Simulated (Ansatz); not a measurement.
# A constructed model of the (111) surface of fcc Al, (√3x√3)R30° layer of C, one a cell, on the site that continues the host's stacking (bottom of the slab: a bare face, its two planes held)

Level of theory: PBE (plane waves to 420 eV, PAW; Ansatz, a quantum-chemistry and plane-wave program).

Slab: 19 atoms, 13.0 Å thick at the start with caps and adatoms (thin: gaps and levels are the slab's own); k 9x9x1, smearing 0.1 eV, dipole-corrected; 6 atoms held, the rest relaxed; start symmetry kept, larger cells not searched; no spin, no spin-orbit, no U. In PBE it lies 0.15 eV a 1x1 cell over the lowest computed structure of the same composition ((√3x√3)R30° layer of C, one a cell, in the other hollow).

```
Item                                                 Result
-----------------------------  ----------------------------
work function of the top face                       5.32 eV
energy released by relaxation                       0.43 eV
cost                           very roughly 50 core-seconds
```
